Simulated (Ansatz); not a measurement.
# Worked sum: formation energy of FeNi3 (Cu3Au type, Pm-3m) from the elements

We look at the formation energy of FeNi3 (Cu3Au type, Pm-3m) from the elements. Reaction: Fe (bcc) + 3 Ni (fcc) → FeNi3 (Cu3Au type). A negative value means that the right-hand side lies lower. The value is per atom of the solid.

FeNi3 (Cu3Au type, Pm-3m), 4 atoms in the cell; spin state with PBE: net moment 4.8 μB a cell. Conventional cell: a = b = c = 3.545 Å, α = β = γ = 90.00°.

Fe (bcc, Im-3m), 1 atom in the cell; spin state with PBE: net moment 2.2 μB a cell.

Ni (fcc, Fm-3m), 1 atom in the cell; spin state with PBE: net moment 0.6 μB a cell.

Method: Ansatz (a program for electronic structure), PAW, neutral cells at 0 K with nuclei at rest, on structures from PBE. Ansatz runs with its default PAW set. A dispersion term (D3(BJ), or D4 for r2SCAN) was computed beside these levels and is taken off wherever the name lacks it. No search over spin orders was made beyond those shown. Where moments are parallel, another order may lie lower.

Total energies of the cells in eV, at zero smearing width. They compare only within one column; the weights balance every element.

| cell | atoms | weight | PBE |
|---|---|---|---|
| FeNi3 (Cu3Au type) | 4 | +1 | -22000.00557 |
| Fe (bcc) | 1 | −1 | -4480.48514 |
| Ni (fcc) | 1 | −3 | -5839.72159 |

PBE: (-22000.00557) − (-4480.48514) − 3 × (-5839.72159) = -0.356 eV; dividing by 4 atoms gives -0.09 eV/atom.

What follows from the PBE value: A formula unit of FeNi3 has 4 atoms, so it forms with -0.0889 × 4 = -0.356 eV, or -34.3 kJ/mol at 96.485 kJ/mol per eV.
